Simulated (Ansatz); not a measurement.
# SnO under a change: biaxial strain −0.59 %, plane normal [001], relaxed out of plane

Start from SnO in the litharge type structure (space group P4/nmm, No. 129; a = 3.8371 Å, c = 4.7586 Å; layered, stacked along the Cartesian z axis). Axes: x, y, z lie along a, b, c of the conventional cell.

One thing is altered: compressive biaxial strain of 0.59 % in the plane normal to [001], as in epitaxy on a mismatched substrate; the out-of-plane cell vector and the atoms relax.

Level of theory: DFT with PBE-D3(BJ), PAW potentials and a 420 eV plane-wave cutoff in Ansatz (an electronic-structure program), spin-orbit coupling left out. k-mesh 12×12×10 (Γ-centred); smearing 0.05 eV (Fermi–Dirac).

```tsv
quantity	base	changed	shift
volume per atom	17.52 Å³	17.38 Å³	-0.14 Å³
space group	P4/nmm (No. 129)	P4/nmm (No. 129)	–
pressure (mean of the normal stresses, compression positive)	0.0 GPa	0.7 GPa	+0.7 GPa
band gap	zero	zero	–
out-of-plane strain (rough)	–	+0.41 %	–
mean in-plane stress (compression positive) (rough)	–	+1.0 GPa	–
```

Without a gap, meshes like the base's 12×12×10 leave anisotropic stresses uncertain by several tenths of a GPa, and small strain energies with them. Stability against distortions was not tested. All final runs are without spin polarisation. A zero or small gap of SnO can be the functional's error rather than a property of the material.
